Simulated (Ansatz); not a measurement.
The starting structures come from a database of crystals and need not be the phases stable at ambient conditions.

By PBEsol, the system below comes out a metal.

A figure of merit of an interconnect metal is its ballistic conductance per area.

Input:

```yaml
crystal:
  lattice:
    - [3.24638, 0.00000, 0.00000]
    - [0.00000, 16.34698, 0.00000]
    - [1.62319, 0.00000, 2.81145]
  atoms:
    - { symbol: Sc, position: [0.00000, 0.50000, 0.52006] }
    - { symbol: Sc, position: [0.47994, 0.33333, 0.52006] }
    - { symbol: Sc, position: [0.47994, 0.16667, 0.00000] }
    - { symbol: Sc, position: [0.00000, 0.00000, 0.47994] }
    - { symbol: Sc, position: [0.52006, 0.83333, 0.47994] }
    - { symbol: Sc, position: [0.52006, 0.66667, 0.00000] }
```

Space group of this cell: P6_122. The cell is taken as given; by PBEsol its mean pressure is -2.4 GPa.

The current flows along the normal of the first two printed cell vectors, the (100) plane of the conventional cell. No spin-orbit coupling; the value is a mean over 0.1 eV about the Fermi level.

### Question
Estimate the ballistic conductance per area that PBEsol (Ansatz, an electronic-structure program) returns for this system.

### Answer
0.46 × 10¹⁵ S/m² for both spins.
